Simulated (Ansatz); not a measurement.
Take ZnO (space group Pm-3n, No. 223; a = 5.6566 Å; a hypothetical phase, not in the database extracts checked) as the base.

Calculations: PBE (Ansatz, a program for electronic structure; PAW; 420 eV plane waves; scalar-relativistic without spin-orbit coupling).

For the base:

```
Property               Value
-------------------  -------
Lattice parameter a  5.657 Å
```

It is then changed as follows: cell and atoms relaxed at a pressure of 7.5 GPa.

### Question
What happens to the lattice parameter a?

### Answer
The lattice parameter a falls by 0.117 Å, from 5.657 Å to 5.540 Å.

### Question
What does the calculation give for the mean gap deformation potential ΔEg/Δln V after the change?

### Answer
The mean gap deformation potential ΔEg/Δln V is -0.7 eV.

Load acts through the strain it causes; cell and atoms are relaxed under it. Whether these cells are dynamically stable was not tested. No other phases were tried under pressure.
